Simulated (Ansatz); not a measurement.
Levels about the gap of amorphous In₉Ga₉Zn₉O₃₈Ge (66 atoms in a cell of 838 Å³, 5.81 g/cm³; zone centre alone, so wide bands show as single levels with stretches between that a denser mesh fills), at the geometry that PBE relaxed, where it gives 2.5 GPa on a denser mesh. Exact exchange is cut at the faces of this small cell, which leaves a finite-size error. The participation number counts the atoms over which a state spreads; weights are charges in smoothed Voronoi cells. The levels come from a single point, so bond lengths are those of that geometry. Method of the levels: HSE06, scalar-relativistic without spin-orbit coupling (Ansatz, a first-principles code). Sampling: the zone centre alone; Fermi-Dirac width 0.02 eV; no spin polarisation.

Preparation: random packing, a CHGNet melt and quench, and a DFT relaxation. O atoms were pushed apart under 1.9 Å during the dynamics, to hinder bonds among them. The hot cell started wider than the set density and was brought back towards it in steps. It is the lowest in DFT energy of 2 quenches. It is a model cell: composition and starting density were chosen by hand, and all elements were melted together. No dispersion term was used. Its density started from a set value of 5.81 and ended at 5.81 g/cm³. The quench (nominally 320 K/ps over its main leg) was far faster than any real one, so the model tends to hold more defects than a real film. A cell of this size samples the disorder only roughly. The volume was held where the preparation left it and the shape relaxed, at a PBE pressure of 2.5 GPa. Stress components on the final sampling reach 2.6 GPa.

| E - E(highest filled), eV | filling | participation number | largest on | weight O | weight In | weight Ga | weight Zn |
|---|---|---|---|---|---|---|---|
| -0.39 | filled | 19.6 | O, 4 neighbours | 0.85 | 0.02 | 0.01 | 0.11 |
| -0.38 | filled | 29.3 | O, 3 neighbours | 0.87 | 0.03 | 0.01 | 0.09 |
| -0.27 | filled | 18.3 | O, 4 neighbours | 0.90 | 0.02 | 0.01 | 0.06 |
| -0.26 | filled | 10.2 | O, 3 neighbours | 0.89 | 0.02 | 0.01 | 0.08 |
| -0.16 | filled | 14.3 | O, 4 neighbours | 0.85 | 0.02 | 0.01 | 0.12 |
| -0.09 | filled | 6.7 | O, 4 neighbours | 0.86 | 0.02 | 0.01 | 0.11 |
| 0.00 | filled | 11.5 | O, 4 neighbours | 0.86 | 0.02 | 0.01 | 0.12 |
| 2.42 | empty | 59.0 | In, 5 neighbours | 0.51 | 0.22 | 0.13 | 0.13 |
| 5.06 | empty | 18.7 | In, 5 neighbours | 0.56 | 0.33 | 0.06 | 0.05 |
| 5.31 | empty | 31.9 | In, 5 neighbours | 0.57 | 0.31 | 0.04 | 0.08 |
| 5.49 | empty | 29.7 | In, 6 neighbours | 0.56 | 0.27 | 0.10 | 0.07 |
| 5.57 | empty | 42.1 | Ga, 4 neighbours | 0.57 | 0.24 | 0.12 | 0.05 |
| 5.88 | empty | 43.3 | In, 6 neighbours | 0.55 | 0.20 | 0.11 | 0.12 |
| 5.95 | empty | 46.9 | Zn, 4 neighbours | 0.57 | 0.11 | 0.17 | 0.13 |

Most localised among these is the filled level at -0.09 eV, on a O atom, which has 4 neighbours (Zn 1.86 Å, In 2.03 Å, Zn 2.15 Å, Zn 2.45 Å).
